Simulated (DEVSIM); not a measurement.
Schottky contact on n-type In0.53Ga0.47As

Structure: Schottky contact on n-type In0.53Ga0.47As, at 400 K.

```tsv
layer (left to right)	material	thickness (μm)	Nd (cm⁻³)	τn (s)	τp (s)
1	In0.53Ga0.47As	0.660	5e15	9e-10	9e-10
```

Left contact: Schottky, work function 4.81 eV, emission velocity 1.1e7 cm/s. Right contact: ohmic. Voltage is applied to the left contact. Recombination: SRH at mid-gap, radiative, Auger. Mobility is constant in doping.

The device is made up for the run: typed textbook-type constants, with dimensions and the other settings drawn at random. Values at 300 K; Nc and Nv go as T^1.5, mobilities as T to minus their exponent, the gap by Varshni's rule with the affinity fixed.

```tsv
parameter	In0.53Ga0.47As
gap (eV)	0.74
affinity (eV)	4.51
permittivity	13.9
Nc (cm⁻³)	2.1e17
Nv (cm⁻³)	7.7e18
μn (cm²/Vs)	12000
μp (cm²/Vs)	300
T exponent of μn	1.6
T exponent of μp	1.6
B (cm³/s)	9.6e-11
Cn (cm⁶/s)	5e-29
Cp (cm⁶/s)	5e-29
Varshni α (eV/K)	0.00035
Varshni β (K)	190
```

DEVSIM, 1D drift-diffusion, Boltzmann statistics, complete ionisation; no tunnelling, impact ionisation, image-force lowering or self-heating. Metal contacts follow the ideal Schottky-Mott rule: no Fermi-level pinning, no interface dipoles.

```
Property                                           Result
---------------------------------------------  ----------
Potential step across the device at zero bias     0.156 V
Largest field in the device at zero bias       13000 V/cm
```

Dark reverse current:

```json
[
 {"V (V)": "-0.04", "J (A/cm²)": "-58"},
 {"V (V)": "-0.10", "J (A/cm²)": "-82"},
 {"V (V)": "-0.20", "J (A/cm²)": "-88"},
 {"V (V)": "-0.30", "J (A/cm²)": "-89"},
 {"V (V)": "-0.40", "J (A/cm²)": "-90"},
 {"V (V)": "-0.60", "J (A/cm²)": "-90"},
 {"V (V)": "-0.80", "J (A/cm²)": "-91"},
 {"V (V)": "-1.00", "J (A/cm²)": "-91"},
 {"V (V)": "-1.30", "J (A/cm²)": "-92"},
 {"V (V)": "-1.60", "J (A/cm²)": "-92"},
 {"V (V)": "-2.00", "J (A/cm²)": "-93"}
]
```

Small-signal capacitance in reverse bias (quasi-static):

```tsv
V (V)	C (nF/cm²)
-0.04	54.5
-0.1	47.0
-0.2	39.1
-0.3	34.2
-0.4	30.7
-0.6	26.2
-0.8	23.2
-1	21.3
-1.3	19.7
-1.6	19.1
-2	18.8
```
